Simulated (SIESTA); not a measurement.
## Input and output of a self-consistent single point for ReB2 (P6_3/mmc, 6 atoms in the cell) (SIESTA)

Level of theory: SIESTA with LDA PW92, numerical atomic orbitals DZP, PseudoDojo LDA standard norm-conserving potentials (rewritten from UPF to PSML).

Input:

```
# files in the folder: Re.psml B.psml (PseudoDojo LDA standard)
SystemName  ReB2
SystemLabel siesta

NumberOfAtoms                6
NumberOfSpecies              2
%block ChemicalSpeciesLabel
  1 75 Re
  2 5 B
%endblock ChemicalSpeciesLabel
LatticeConstant              1.0 Ang
%block LatticeVectors
     2.900000000    0.000000000    0.000000000
    -1.450000000    2.511474000    0.000000000
     0.000000000    0.000000000    7.478000000
%endblock LatticeVectors
AtomicCoordinatesFormat      Ang
%block AtomicCoordinatesAndAtomicSpecies
    -0.000001450    1.674316837    1.869500000  1
     1.450001450    0.837157163    5.608500000  1
    -0.000001450    1.674316837    4.097944000  2
     1.450001450    0.837157163    0.358944000  2
    -0.000001450    1.674316837    7.119056000  2
     1.450001450    0.837157163    3.380056000  2
%endblock AtomicCoordinatesAndAtomicSpecies

XC.functional                LDA
XC.authors                   PW92
PAO.BasisSize                DZP
PAO.EnergyShift              0.01 Ry
MeshCutoff                   350 Ry
%block kgrid.MonkhorstPack
    7   0   0  0.0
    0   7   0  0.0
    0   0   3  0.0
%endblock kgrid.MonkhorstPack
OccupationFunction           FD
ElectronicTemperature        1160.45 K

MaxSCFIterations             150
SCF.Mixer.Method             Pulay
SCF.Mixer.Weight             0.1
SCF.Mixer.History            6
SCF.DM.Tolerance             1.0E-05
Diag.ParallelOverK           true
WriteForces                  true
```

The program printed (abridged):

```
reinit: Reading from file input.fdf

reinit: System Name: ReB2
reinit: System Label: siesta

coor:   Atomic-coordinates input format  =     Cartesian coordinates
coor:                                          (in Angstroms)

siesta: Atomic coordinates (Bohr) and species
siesta:     -0.00000   3.16400   3.53284  1        1
siesta:      2.74011   1.58200  10.59853  1        2
siesta:     -0.00000   3.16400   7.74399  2        3
siesta:      2.74011   1.58200   0.67831  2        4
siesta:     -0.00000   3.16400  13.45307  2        5
siesta:      2.74011   1.58200   6.38738  2        6

siesta: System type = bulk

initatomlists: Number of atoms, orbitals, and projectors:      6    90    96

siesta: ******************** Simulation parameters ****************************
redata: Spin configuration                          = none
redata: Time-Reversal Symmetry                      = T
redata: Number of Atomic Species                    =        2
redata: Mesh Cutoff                                 =   350.0000 Ry
redata: Net charge of the system                    =     0.0000 |e|
redata: Min. number of SCF Iter                     =        0
redata: Max. number of SCF Iter                     =      150
redata: SCF convergence failure will abort job
redata: SCF mix quantity                            = Hamiltonian
redata: Mix DM or H after convergence               =   F
redata: Recompute H after scf cycle                 =   F
redata: Mix DM in first SCF step                    =   T
redata: No kicks to SCF
redata: DM Mixing Weight for Kicks                  =     0.5000
redata: Require Harris convergence for SCF          =   F
redata: Harris energy tolerance for SCF             =     0.000100 eV
redata: Require DM convergence for SCF              =   T
redata: DM tolerance for SCF                        =     0.000010
redata: Require EDM convergence for SCF             =   F
redata: EDM tolerance for SCF                       =     0.001000 eV
redata: Require H convergence for SCF               =   T
redata: Hamiltonian tolerance for SCF               =     0.001000 eV
redata: Require (free) Energy convergence for SCF   =   F
redata: (free) Energy tolerance for SCF             =     0.000100 eV
redata: Using DFT-D3 dispersion                     =   F
redata: Using Saved Data (generic)                  =   F
redata: Method of Calculation                       = Diagonalization
redata: Electronic Temperature                      =  1160.4500 K
redata: Number of TDED substeps                     =        3
redata: Dynamics option                             = Single-point calculation
redata: Save all siesta data in one NC              =   F
redata: ***********************************************************************

%block SCF.Mixers
  Pulay
%endblock SCF.Mixers

%block SCF.Mixer.Pulay
  # Mixing method
  method pulay
  variant stable

  # Mixing options
  weight 0.1000
  weight.linear 0.1000
  history 6
%endblock SCF.Mixer.Pulay

DM_history_depth set to one: no extrapolation allowed by default for geometry relaxation
Size of DM history Fstack: 1
Total number of electrons:    42.000000
Total ionic charge:    42.000000

* ProcessorY, Blocksize:    1  64

* Orbital distribution balance (max,min):    90    90

 Kpoints in:           84 . Kpoints trimmed:           74

siesta: k-grid: Number of k-points = 74
siesta: k-points from Monkhorst-Pack grid
siesta: k-cutoff (effective) =    10.150 Ang
siesta: k-point supercell and displacements
siesta: k-grid:     7     0     0      0.000
siesta: k-grid:     0     7     0      0.000
siesta: k-grid:     0     0     3      0.000

diag: Algorithm                                     = D&C
diag: Parallel over k                               =   F
diag: Use parallel 2D distribution                  =   F
diag: Parallel block-size                           = 64
diag: Parallel distribution                         =     1 x     1
diag: Used triangular part                          = Lower
diag: Absolute tolerance                            =  0.100E-15
diag: Orthogonalization factor                      =  0.100E-05
diag: Memory factor                                 =  1.0000

superc: Internal auxiliary supercell:     5 x     5 x     3  =      75
superc: Number of atoms, orbitals, and projectors:    450   6750   7200

                        Single-point calculation

superc: Internal auxiliary supercell:     5 x     5 x     3  =      75
superc: Number of atoms, orbitals, and projectors:    450   6750   7200

outcell: Unit cell vectors (Ang):
        2.900000    0.000000    0.000000
       -1.450000    2.511474    0.000000
        0.000000    0.000000    7.478000

outcell: Cell vector modules (Ang)   :    2.900000    2.900000    7.478000
outcell: Cell angles (23,13,12) (deg):     90.0000     90.0000    120.0000
outcell: Cell volume (Ang**3)        :     54.4643
new_DM -- step:     1
Initializing Density Matrix...

Attempting to read DM from file... Failed...
DM filled with atomic data:

InitMesh: MESH = 30 x 30 x 90 = 81000
InitMesh: Mesh cutoff (required, used) =   350.000   394.355 Ry

stepf: Fermi-Dirac step function

        iscf     Eharris(eV)        E_KS(eV)     FreeEng(eV)     dDmax    Ef(eV) dHmax(eV)
   scf:    1    -4940.385779    -5023.619650    -5023.662595  1.576021 -3.018528 18.139839
   scf:    2    -5051.379300    -5038.631029    -5038.682675  0.072325 -3.577434 12.220145
   scf:    3    -5050.494335    -5050.035743    -5050.089814  0.155563 -4.766217  0.899311
   scf:    4    -5043.113961    -5047.991575    -5048.058150  0.120276 -4.203380  5.350343
   scf:    5    -5050.739018    -5050.287711    -5050.350173  0.064682 -4.717788  0.123164
   scf:    6    -5050.291661    -5050.290081    -5050.352975  0.004256 -4.712264  0.066773
   scf:    7    -5050.290276    -5050.290367    -5050.353462  0.001562 -4.704494  0.009135
   scf:    8    -5050.290230    -5050.290304    -5050.353443  0.000569 -4.703373  0.015270
   scf:    9    -5050.290437    -5050.290378    -5050.353468  0.000354 -4.704713  0.002200
   scf:   10    -5050.290381    -5050.290379    -5050.353468  0.000018 -4.704870  0.001492
   scf:   11    -5050.290389    -5050.290384    -5050.353469  0.000022 -4.705069  0.000007
   scf:   12    -5050.290384    -5050.290384    -5050.353469  0.000000 -4.705069  0.000006

SCF Convergence by DM+H criterion
max |DM_out - DM_in|         :     0.0000000990
max |H_out - H_in|      (eV) :     0.0000063967
SCF cycle converged after 12 iterations

Using DM_out to compute the final energy and forces

siesta: E_KS(eV) =            -5050.2904

siesta: E_KS - E_eggbox =     -5050.2904

siesta: Atomic forces (eV/Ang):
     1    0.000034   -0.000019   -0.000000
     2   -0.000034    0.000019   -0.000000
     3    0.000039   -0.000022    0.207533
     4   -0.000039    0.000022    0.207533
     5    0.000039   -0.000022   -0.207533
     6   -0.000039    0.000022   -0.207533
   Tot   -0.000000    0.000000   -0.000000
   Max    0.207533
   Res    0.097832    sqrt( Sum f_i^2 / 3N )
   Max    0.207533    constrained

Stress tensor Voigt[x,y,z,yz,xz,xy] (kbar):       65.14       65.14      108.97        0.00       -0.00       -0.00
(Free)E + p*V (eV/cell)    -5053.0644
Target enthalpy (eV/cell)    -5050.3535

siesta: Program's energy decomposition (eV):
siesta: Ebs     =     -1161.237074
siesta: Eions   =      6784.121249
siesta: Ena     =      1024.622833
siesta: Ekin    =      1518.931495
siesta: Enl     =       201.864980
siesta: Eso     =         0.000000
siesta: Edftu   =         0.000000
siesta: DEna    =        58.013694
siesta: DUscf   =         3.617997
siesta: DUext   =         0.000000
siesta: Ex      =      -971.861866
siesta: Ec      =      -101.358268
siesta: Exc     =     -1073.220134
siesta: Eharris =     -5050.290384
siesta: Etot    =     -5050.290384
siesta: FreeEng =     -5050.353469

siesta: Atomic forces (eV/Ang):
siesta:      1    0.000034   -0.000019   -0.000000
siesta:      2   -0.000034    0.000019   -0.000000
siesta:      3    0.000039   -0.000022    0.207533
siesta:      4   -0.000039    0.000022    0.207533
siesta:      5    0.000039   -0.000022   -0.207533
siesta:      6   -0.000039    0.000022   -0.207533
siesta: ----------------------------------------
siesta:    Tot   -0.000000    0.000000   -0.000000

siesta: Stress tensor (static) (eV/Ang**3):
siesta:     0.040656   -0.000001    0.000000
siesta:    -0.000001    0.040655    0.000000
siesta:    -0.000000    0.000000    0.068015

siesta: Cell volume =         54.464327 Ang**3

siesta: Pressure (static):
siesta:                Solid            Molecule  Units
siesta:          -0.00054212         -0.00045852  Ry/Bohr**3
siesta:          -0.04977530         -0.04209948  eV/Ang**3
siesta:         -79.74882983        -67.45080356  kBar
```

The run converged in 12 iterations.

The starting cell comes from a database of published, mostly measured structures (it also holds non-ambient and calculated ones), without a prior relaxation at this level. Spin polarisation is off. Values carry the incompleteness of an atom-centred basis. With a pressure of about -8 GPa the cell is away from its equilibrium volume at this level.

Cost on one core of a shared machine: roughly 2 min.
